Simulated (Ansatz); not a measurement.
The starting structures come from a database of crystals and need not be the phases stable at ambient conditions.

The decay constant κ of evanescent states in the gap governs leakage through a thin film.

Input:

```xyz
14
Lattice="6.6427 0.0000 0.0000 0.0000 6.6439 0.0000 0.0000 -2.5506 8.4762" Properties=species:S:1:pos:R:3 pbc="T T T"
K      1.6607     1.6471     0.5614
K      4.9820     2.4463     7.9149
La     1.6607     0.1447     4.6803
La     4.9820     3.9486     3.7959
Si     1.6607     3.4720     5.7867
Si     4.9820     0.6214     2.6896
S      3.3144    -0.6696     2.3573
S      3.3283     4.7629     6.1189
S      6.6357     4.7629     6.1189
S      0.0070    -0.6696     2.3573
S      1.6607     1.7893     7.0639
S      4.9820     2.3040     1.4124
S      1.6607     2.9098     3.7190
S      4.9820     1.1835     4.7572
```

Space group of this cell: P2_1/m. The cell is taken as given; by PBEsol its mean pressure is -1.8 GPa.

Transport runs along the normal of the first two printed cell vectors.

No gap correction and no spin-orbit coupling; mid-gap values are interpolated between computed energies.

Task: Give the band gap and the smallest decay constant κ at mid-gap that PBEsol in Ansatz (a quantum-chemistry and plane-wave program) yields.

Result: Gap 2.58 eV on a 6×6×4 mesh; κ = 0.330 1/Å, at the zone centre.
